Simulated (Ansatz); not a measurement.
The starting structures come from a database of crystals and need not be the phases stable at ambient conditions.

Here is the system:

```
La2LiO6Sb
1.0
    5.65883     0.00000     0.00000
   -0.05624     8.05780     0.00000
    0.00000     0.00000     5.83693
Li La Sb O
2 4 2 12
Direct
  0.00000   0.00000   0.50000
  0.50000   0.50000   0.00000
  0.01348   0.24884   0.05217
  0.98652   0.75116   0.94783
  0.48652   0.25116   0.55217
  0.51348   0.74884   0.44783
  0.00000   0.50000   0.50000
  0.50000   0.00000   0.00000
  0.09788   0.73952   0.53357
  0.90212   0.26048   0.46643
  0.40212   0.76048   0.03357
  0.59788   0.23952   0.96643
  0.81140   0.55469   0.21604
  0.18860   0.44531   0.78396
  0.68860   0.94531   0.71604
  0.31140   0.05469   0.28396
  0.21371   0.04838   0.80809
  0.78629   0.95162   0.19191
  0.28629   0.45162   0.30809
  0.71371   0.54838   0.69191
```

Space group of this cell: P2_1/c. The cell is taken as given; by r2SCAN its mean pressure is -3.7 GPa.

Transport runs along the normal of the first two printed cell vectors.

The gap is the functional's own, uncorrected, and κ follows it; spin-orbit coupling is left out. Mid-gap values are interpolated between the computed energies.

Task: Give the band gap and the smallest decay constant κ at mid-gap that r2SCAN (Ansatz, a first-principles code) yields.

Result: Gap 4.54 eV on a 6×4×6 mesh; κ = 0.383 1/Å, at the zone centre.
